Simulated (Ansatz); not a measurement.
Base system: Au in the fcc (Cu type) structure (space group Fm-3m, No. 225; a = 4.0834 Å). Axes: x, y, z lie along the cube axes.

The change: uniaxial stress, 8 GPa tension along z, with the cell and atoms free to relax against it.

Levels (all Ansatz, a first-principles code, PAW): PBEsol (420 eV, without spin-orbit coupling); r2SCAN (500 eV, no spin-orbit coupling).

The geometry is relaxed with PBEsol.

| Quantity | Value |
|---|---|
| PBEsol pressure | -2.7 GPa |

**Question.** Predict the pressure from r2SCAN.

**Answer.** The pressure grows by 4.9 GPa to 2.2 GPa.

Single points use the geometry relaxed with PBEsol. Their cutoffs differ, which shifts pressures a little. Load acts through the strain it causes; cell and atoms are relaxed under it. Beyond what the load breaks, stability against distortions was not tested.
